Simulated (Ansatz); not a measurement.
Input:

End structure of a constructed model of the (110) surface of bcc Ta, a cell of two sites (a+b, b-a), one Ta adatom (bottom of the slab: a bare face, its two planes held):

```yaml
crystal:
  lattice:
    - [1.91624, 2.70998, 0.00000]
    - [-3.83249, 2.70998, 0.00000]
    - [0.00000, 0.00000, 31.00000]
  atoms:
    - { symbol: Ta, position: [0.50000, 0.00000, 0.26066] }
    - { symbol: Ta, position: [0.00000, 0.50000, 0.26066] }
    - { symbol: Ta, position: [0.00000, 0.00000, 0.33637] }
    - { symbol: Ta, position: [0.50000, 0.50000, 0.33637] }
    - { symbol: Ta, position: [0.50000, 0.00000, 0.41172] }
    - { symbol: Ta, position: [0.00000, 0.50000, 0.41165] }
    - { symbol: Ta, position: [0.00000, 0.00000, 0.48733] }
    - { symbol: Ta, position: [0.50000, 0.50000, 0.48787] }
    - { symbol: Ta, position: [0.50000, 0.00000, 0.56147] }
    - { symbol: Ta, position: [0.00000, 0.50000, 0.56427] }
    - { symbol: Ta, position: [0.00000, 0.00000, 0.63542] }
    - { symbol: Ta, position: [0.50000, 0.50000, 0.64520] }
    - { symbol: Ta, position: [0.50000, 0.00000, 0.70066] }
```

Model: 13-atom slab, 14.8 Å thick at the start, 11x8x1 mesh, Fermi-Dirac 0.1 eV, dipole correction, 4 atoms held, the rest relaxed; held to the start's symmetry, so lower structures may exist; no spin, no spin-orbit, no U. It is one candidate, not shown to be the stable structure of the face.

Predict the work function of the top face from PBE (Ansatz, a first-principles code).

3.32 eV
